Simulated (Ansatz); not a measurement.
The reference is Ti in the hcp (Mg type) structure (space group P6_3/mmc, No. 194; a = 2.864 Å, c = 4.537 Å; relaxed with 0.1 eV smearing). Axes: x lies along a and z along c of the hexagonal cell.

Method: LDA/PAW in Ansatz (an electronic-structure program), no SOC.

Before the change:

- Shortest interatomic distance: 2.807 Å

It is then changed as follows: uniaxial strain ε_xx = +3.00 %, all other strain components held at zero, atoms relaxed at fixed cell.

Task: Estimate the effect on the stress, largest internal atomic displacement, energy relative to the base and shortest interatomic distance.

Result: The stress (xx, yy, zz, yz, xz, xy; compression positive) is (-4.6, -3.2, -2.8, 0.0, 0.0, 0.0) GPa; the largest internal atomic displacement comes out as 0.034 Å; the energy goes up by 7.2 meV/atom; the shortest interatomic distance goes up by 0.003 Å (2.807 Å → 2.810 Å).

Stability against distortions was not tested. All final runs are without spin polarisation.
